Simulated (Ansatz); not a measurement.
For WB (Cmcm), PBEsol, DFPT electron-phonon coupling, linearised Boltzmann equation run with Ansatz (a quantum-chemistry and plane-wave program) gives a transport coupling λ_tr = 0.645 and a Drude plasma energy ħω_p = 7.39 eV along y (a = (1.58, -4.22, 0.00) Å; b = (1.58, 4.22, 0.00) Å; c = (0.00, 0.00, 3.08) Å).

Problem. Estimate the resistivity at 300 K from the high-temperature formula ρ = 2π λ_tr k_B T / (ħ ε₀ ω_p²), and say how the full Boltzmann solution compares.

Solution. The scattering rate is 1/τ = 2π λ_tr k_B T/ħ = 1.59e14 s⁻¹ and ω_p = 1.12e16 s⁻¹, so ρ ≈ 14.3 μΩ·cm. The Boltzmann solution gives 12.2 μΩ·cm, 0.86 times the estimate; it lies lower because k_BT is not large against the phonon energies and the solution lets the distribution adjust.

A metal at this level (no band gap). Only scattering by harmonic phonons is included (no impurities, grain boundaries, electron-electron scattering or thermal expansion). Spin-orbit coupling is left out, which matters with elements this heavy. Halving the electron mesh (28x28x28) moves the resistivity by up to 1 % at 300 K, the coupling by up to 1 %. Smearing 0.20 eV; phonons on a 5x5x5 q mesh, which this run doesn't test.

Computed structure with no diffraction record at hand here (it may be known, metastable or hypothetical): WB (Cmcm).
